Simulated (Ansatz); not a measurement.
Base system: WC (space group P-6m2, No. 187; relaxed with 0.1 eV smearing).

```
CELL_PARAMETERS angstrom
      2.88431     0.00000     0.00000
     -1.44215     2.49788     0.00000
      0.00000     0.00000     2.81153
ATOMIC_POSITIONS crystal
  W  0.00000 0.00000 0.00000
  C  0.33333 0.66667 0.50000
```

Cartesian axes are those of the cell as printed.

Calculations: Kohn–Sham DFT with the LDA functional, run in Ansatz (a first-principles code) with PAW and 420 eV plane waves, spin-orbit coupling left out.

It is then changed as follows: a pure shear with ε_xz = ε_zx = 0.0143, atoms relaxed at fixed cell.

Problem. What happens to the energy relative to the base and stress?

Solution. The energy grows by 8.5 meV/atom; the stress (xx, yy, zz, yz, xz, xy; compression positive) comes out as (0.4, 0.3, 0.4, 0.0, -9.4, 0.0) GPa.

The cells carry an imposed strain or load. Stability against distortions was not tested. All final runs are without spin polarisation.
